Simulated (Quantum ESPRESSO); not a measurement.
A self-consistent single point of Al3Ir (P6_3/mmc, 8 atoms in the cell) with Quantum ESPRESSO.

Method: PBEsol, PseudoDojo standard norm-conserving (PBESOL) pseudopotentials (plane waves; Quantum ESPRESSO 7.5).

The change in words: lattice scaled by 0.98. Reference geometry:
```
CELL_PARAMETERS angstrom
      4.37347     0.00000     0.00000
     -2.18673     3.78753     0.00000
      0.00000     0.00000     7.92811
ATOMIC_POSITIONS crystal
  Al 0.00000 0.00000 0.25000
  Al 0.00000 0.00000 0.75000
  Al 0.33333 0.66667 0.57989
  Al 0.66667 0.33333 0.42011
  Al 0.66667 0.33333 0.07989
  Al 0.33333 0.66667 0.92011
  Ir 0.33333 0.66667 0.25000
  Ir 0.66667 0.33333 0.75000
```

Reference input (self-consistent single point, DFT, PBEsol, plane waves, PseudoDojo standard norm-conserving (PBESOL) pseudopotentials): ecutwfc = 70 Ry; occupations = smearing; smearing = gauss; degauss = 0.0099958 Ry; potentials = {Al: Al.upf, Ir: Ir.upf}; K_POINTS = automatic 7 7 4 0 0 0; conv_thr = 1e-11 Ry. This run's input differs from it in these lines:

```diff
@@ -24,14 +24,14 @@
 CELL_PARAMETERS bohr
-   8.26465536     0.00000000     0.00000000
-  -4.13232768     7.15740150     0.00000000
-   0.00000000     0.00000000    14.98195092
+   8.09936223     0.00000000     0.00000000
+  -4.04968111     7.01425344     0.00000000
+   0.00000000     0.00000000    14.68231216
 ATOMIC_POSITIONS angstrom
-Al    0.00000000    0.00000000    1.98202675
-Al    0.00000000    0.00000000    5.94608025
-Al    0.00000000    2.52502251    4.59742997
-Al    2.18673364    1.26251125    3.33067703
-Al    2.18673364    1.26251125    0.63337647
-Al    0.00000000    2.52502251    7.29473053
-Ir    0.00000000    2.52502251    1.98202675
-Ir    2.18673364    1.26251125    5.94608025
+Al    0.00000000    0.00000000    1.94238625
+Al    0.00000000    0.00000000    5.82715875
+Al    0.00000000    2.47452205    4.50548145
+Al    2.14299896    1.23726103    3.26406355
+Al    2.14299896    1.23726103    0.62070895
+Al    0.00000000    2.47452205    7.14883605
+Ir    0.00000000    2.47452205    1.94238625
+Ir    2.14299896    1.23726103    5.82715875
 K_POINTS automatic
```

Output, abridged:

```
     Self-consistent Calculation

     iteration #  1     ecut=    70.00 Ry     beta= 0.70

     Threshold (ethr) on eigenvalues was too large:
     Diagonalizing with lowered threshold

     total energy              =    -487.54446581 Ry
     estimated scf accuracy    <       0.36978294 Ry

     iteration #  2     ecut=    70.00 Ry     beta= 0.70

     total energy              =    -487.46965337 Ry
     estimated scf accuracy    <       1.10669625 Ry

     iteration #  3     ecut=    70.00 Ry     beta= 0.70

     total energy              =    -487.68275739 Ry
     estimated scf accuracy    <       0.02133378 Ry

   [... 7 blocks of this kind left out ...]

     iteration # 11     ecut=    70.00 Ry     beta= 0.70

     total energy              =    -487.68594821 Ry
     estimated scf accuracy    <          6.7E-11 Ry

     iteration # 12     ecut=    70.00 Ry     beta= 0.70
     End of self-consistent calculation

     the Fermi energy is    12.4882 ev

!    total energy              =    -487.68594821 Ry
     estimated scf accuracy    <          1.3E-12 Ry
     smearing contrib. (-TS)   =      -0.00136938 Ry
     internal energy E=F+TS    =    -487.68457883 Ry

     convergence has been achieved in  12 iterations

     Forces acting on atoms (cartesian axes, Ry/au):

     atom    1 type  1   force =     0.00000000   -0.00000000   -0.00000000
     atom    2 type  1   force =    -0.00000000    0.00000000    0.00000000
     atom    3 type  1   force =     0.00000000   -0.00000000   -0.00197899
     atom    4 type  1   force =    -0.00000000    0.00000000    0.00197899
     atom    5 type  1   force =     0.00000000   -0.00000000   -0.00197899
   [... lines left out ...]

     Total force =     0.003958     Total SCF correction =     0.000000

          total   stress  (Ry/bohr**3)                   (kbar)     P=      -21.05
  -0.00014446   0.00000000   0.00000000          -21.25        0.00        0.00
   0.00000000  -0.00014446   0.00000000            0.00      -21.25        0.00
   0.00000000  -0.00000000  -0.00014027            0.00       -0.00      -20.64

   JOB DONE.
```

The run converged in 12 iterations. Against the reference run the free energy drops by 38.2 meV/atom, the pressure goes from -10.14 to -2.10 GPa and the largest force goes from 0.066 to 0.051 eV/Å. The full log also holds: “c_bands:  2 eigenvalues not converged”.

The starting cell comes from a database of computed structures (which also holds hypothetical and non-ambient phases and stackings), without a prior relaxation at this level. Its lattice was rescaled by a random factor within 2.5 % of one. For this run, on top of that: lattice scaled by 0.98. Spin-orbit coupling is off. Spin polarisation is off.

Cost on one core of a shared machine: roughly 2 min.
